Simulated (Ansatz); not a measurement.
Functionals compared on SiH3 on the 1x1 (100) surface of rock-salt MgO (cut with top plane Mg + O), one in a 2x2 cell, started at the site 'bridge Mg-O (span 2.1 Å)', in Ansatz (plane waves, PAW). The structure was relaxed with PBE; the other rows are single points on it, each with its references at the same level. Cutoff 420 eV (500 eV for r2SCAN). The points keep PBE's geometry, so the relaxation of a polaron and the settling of charge on one site are left out.

Host crystal: rock-salt MgO, with a band gap (PBE, scalar-relativistic without spin-orbit coupling).

Slab: 36 atoms, 6.4 Å thick at the start under the adsorbate (thin: gaps and levels are the slab's own); k 3x3x1, smearing 0.01 eV, dipole-corrected; 16 atoms held, the rest relaxed; no symmetry held; spin-polarised, ending with about 1.0 μB a cell; orders that need a larger cell were not tried, no spin-orbit, no U, no dispersion correction. At the end it is bonded to Mg. In PBE it is, or lies within 0.03 eV of, the lowest of the starts that converged. These notes are the PBE run's. r2SCAN: The program's check for a lower electronic state was not made. Adsorption energies are against SiH4(g) − ½ H2(g). A negative adsorption energy means that the adsorbate is more stable on the surface than in its reference.

| functional | adsorption energy (eV) | magnetic moment of the cell (μB) | rough cost of the single point |
|---|---|---|---|
| PBE | 1.35 | 1.00 | – |
| RPBE | 1.54 | 1.00 | very roughly 3 core-minutes |
| r2SCAN | (withheld) | 1.00 | very roughly 5 core-minutes |

Task: Complete the blanks.

Result: 
- r2SCAN, adsorption energy (eV): 1.20

Ansatz is an electronic-structure program.
